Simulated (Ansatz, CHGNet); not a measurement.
## Segregation of Ga: Si (diamond structure), Σ5 (001) twist

One Ga atom replaces one Si atom in a bicrystal of 70 atoms (one solute to 75 Å² of one boundary, a high coverage); atoms relaxed, cell held. Energies count from the site farthest from both boundaries, which lies only 4.7 Å away; negative means that the solute is drawn to the site. The cell is neutral, and spin is allowed where the electrons are odd. 

Levels: PBE (Ansatz, a first-principles code, plane waves, PAW) and the machine-learned potential CHGNet 0.3.0. Scalar-relativistic, no spin-orbit coupling.

| distance (Å) | PBE (eV) | CHGNet (eV) |
|---|---|---|
| 0.02 | -0.36 | -0.38 |
| 0.40 | -0.08 | -0.25 |
| 0.77 | -0.01 | -0.26 |
| 1.49 | -0.47 | -0.40 |
| 4.65 | 0.00 | 0.00 |
